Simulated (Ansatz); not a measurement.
CdS in the zinc blende structure; conventional cell a = 5.927 Å, b = 5.927 Å, c = 5.927 Å, α = 90.00°, β = 90.00°, γ = 90.00°.

The cell was generated from a structure type, relaxed within its symmetry, and need not be the phase found at ambient conditions. Dynamical quadrupoles are not included in the interpolation of the phonons between the solved wave vectors. Unless called populations, κ holds the coherence term between modes besides the Boltzmann populations.

**Question.** Estimate the lattice thermal conductivity at 100 K from the phonon Boltzmann equation with three-phonon and isotope scattering, DFT at the PBE level (Ansatz, a program for electronic structure) (third-order constants from a 54-atom supercell out to 5.4 Å, harmonic mesh 6×6×6, k mesh 6×6×6, scattering mesh 15×15×15).

**Answer.** κ = 74 W/(m K). Four-phonon, boundary and defect scattering are left out; adding them would lower the computed value.
